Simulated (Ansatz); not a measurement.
**Au on the 1x1 (101) surface of tetragonal HfO2 (a metastable polymorph) (cut with top plane O), one in a 2x1 cell, started at the site 'bridge O-O (span 4.0 Å)'**

Host crystal: tetragonal HfO2, with a band gap (PBE, scalar-relativistic without spin-orbit coupling).

Calculation: PBE (plane waves to 420 eV, PAW; Ansatz, an electronic-structure program).

Model: 37-atom slab, 7.6 Å thick at the start under the adsorbate (thin: gaps and levels are the slab's own), 3x3x1 mesh, Fermi-Dirac 0.01 eV, dipole correction, 16 atoms held, the rest relaxed; no symmetry held; spin-polarised, ending with about 1.0 μB a cell; orders that need a larger cell were not tried, no spin-orbit, no U, no dispersion correction. At the end it is bonded to Hf + O. In PBE it is, or lies within 0.03 eV of, the lowest of the starts that converged.

```json
{
 "energy of the end state, in which the adsorbate broke or entered a bond of the host, against an atom of fcc Au": "1.96 eV",
 "change_of_the_step_from_the_bottom_to_the_top_vacuum_level_against_the_clean_slab": "0.044 eV",
 "energy_released_by_relaxation": "0.59 eV",
 "height of the binding atom over the mean of the host atoms within 0.3 Å of the top one": "2.570 bohr",
 "magnetic_moment_of_the_cell": "1.00 μB",
 "largest_move_of_a_host_atom": "0.62 Å",
 "note": "in the relaxation the adsorbate left its starting site by 1.1 Å"
}
```

A negative adsorption energy means that the adsorbate is more stable on the surface than in its reference.
